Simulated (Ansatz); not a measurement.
Input:

Host crystal: corundum, with a band gap (PBE, scalar-relativistic without spin-orbit coupling).

End structure of Pt on the 1x1 (0001) surface of corundum (cut with top plane Al), one in a 1x1 cell, started at the site 'bridge O-O (span 2.6 Å)':

```yaml
crystal:
  lattice:
    - [4.80875, 0.00000, 0.00000]
    - [-2.40438, 4.16450, 0.00000]
    - [0.00000, 0.00000, 27.50000]
  atoms:
    - { symbol: Al, position: [0.66667, 0.33333, 0.37743] }
    - { symbol: O, position: [0.65631, 0.68187, 0.38078] }
    - { symbol: O, position: [0.31813, 0.97443, 0.38078] }
    - { symbol: O, position: [0.02557, 0.34369, 0.38078] }
    - { symbol: Al, position: [0.00000, 0.00000, 0.41229] }
    - { symbol: Al, position: [0.33333, 0.66667, 0.42276] }
    - { symbol: O, position: [0.31288, 0.31024, 0.45957] }
    - { symbol: O, position: [0.99736, 0.68712, 0.45957] }
    - { symbol: O, position: [0.68976, 0.00264, 0.45957] }
    - { symbol: Al, position: [0.66784, 0.33376, 0.49182] }
    - { symbol: Al, position: [0.99886, 0.00033, 0.50842] }
    - { symbol: O, position: [0.97341, 0.33560, 0.53994] }
    - { symbol: O, position: [0.66693, 0.64073, 0.54025] }
    - { symbol: O, position: [0.35185, 0.01750, 0.53984] }
    - { symbol: Al, position: [0.33623, 0.66386, 0.57519] }
    - { symbol: Al, position: [0.64899, 0.32161, 0.58640] }
    - { symbol: O, position: [0.63602, 0.98783, 0.61807] }
    - { symbol: O, position: [0.33268, 0.35306, 0.61752] }
    - { symbol: O, position: [0.99829, 0.65505, 0.61984] }
    - { symbol: Al, position: [0.98935, 0.01700, 0.63841] }
    - { symbol: Pt, position: [0.03241, 0.65030, 0.69274] }
```

Model: 21-atom slab, 6.7 Å thick at the start under the adsorbate (thin: gaps and levels are the slab's own), 6x6x1 mesh, Fermi-Dirac 0.01 eV, dipole correction, 9 atoms held, the rest relaxed; no symmetry held; spin-polarised, no spin-orbit, no U, no dispersion correction. The starting moment vanished. At the end it is bonded to Al + O. In PBE it is, or lies within 0.03 eV of, the lowest of the starts that converged.

A negative adsorption energy means that the adsorbate is more stable on the surface than in its reference.

Question: Estimate the highest filled level below the top vacuum level that Ansatz (a program for electronic structure) with PBE returns for this input.

Answer: 4.28 eV

Question: Predict the adsorption energy against an atom of fcc Pt from PBE.

Answer: 3.36 eV

Question: Predict the gap of the slab on its k-mesh from PBE.

Answer: 0.65 eV

Question: What is the computed change of the step from the bottom to the top vacuum level, against the clean slab (PBE)?

Answer: -0.99 eV
